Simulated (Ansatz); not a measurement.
Amorphous Hf₁₈O₃₉Y₂, 59 atoms at 8.63 g/cm³, one PBE-relaxed geometry, zone centre. Methods: PBE, scalar-relativistic without spin-orbit coupling (Ansatz, a first-principles code); r2SCAN, scalar-relativistic without spin-orbit coupling (Ansatz); HSE06, scalar-relativistic without spin-orbit coupling (Ansatz). Plane waves to 420 eV (r2SCAN 500 eV); exact exchange is cut at the cell's faces. At PBE the levels at the filled edge of the gap are localised (band-tail or defect states). All rungs ran without spin polarisation.

Preparation: random packing, a CHGNet melt and quench, and a DFT relaxation. O atoms were pushed apart under 1.9 Å during the dynamics, to hinder bonds among them. The hot cell started wider than the set density and was brought back towards it in steps. It is the lowest in DFT energy of 2 quenches. It is a model cell: composition and starting density were chosen by hand, and all elements were melted together. No dispersion term was used. Its density started from a set value of 8.63 and ended at 8.63 g/cm³. The quench (nominally 450 K/ps over its main leg) was far faster than any real one, so the model tends to hold more defects than a real film. Values belong to this one cell and scatter from quench to quench. The volume was held where the preparation left it and the shape relaxed, at a PBE pressure of 3.5 GPa. Stress components on the final sampling reach 3.5 GPa.

The relaxation ran on the zone centre alone. At PBE the level gap is 4.10 eV on a 2×2×2 Γ-centred mesh, and the spacing at the zone centre alone 4.13 eV.

### Question
What zone-centre spacing does r2SCAN give, roughly?

### Answer
4.59 eV (+0.46 eV against PBE).

### Question
What zone-centre spacing does HSE06 give, roughly?

### Answer
5.68 eV (+1.55 eV against PBE).

The highest filled and the lowest empty state spread over these numbers of atoms (participation numbers): PBE: 5.3 and 22.5; r2SCAN: 5.0 and 20.7; HSE06: 4.9 and 22.0.
